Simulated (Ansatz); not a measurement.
The cell is built on a prototype and need not be the phase stable at ambient conditions.

By r2SCAN, the system below comes out a metal.

A figure of merit of an interconnect metal is its ballistic conductance per area.

Data:

```
GaSb
1.0
    3.71768     0.00000     0.00000
    0.00000     6.64186     0.00000
    0.00000     3.32093     1.91734
Ga Sb
1 1
Direct
  0.00000   0.00000   0.00000
  0.50000   0.33333   0.00000
```

Space group of this cell: P-6m2. The cell was relaxed by PBE-D3(BJ); by r2SCAN its mean pressure is 1.2 GPa.

The current flows along the normal of the first two printed cell vectors. No spin-orbit coupling; the value is a mean over 0.1 eV about the Fermi level.

Q: Estimate the ballistic conductance per area that r2SCAN in Ansatz (a quantum-chemistry and plane-wave program) returns for this system.

A: 0.83 × 10¹⁵ S/m² for both spins.
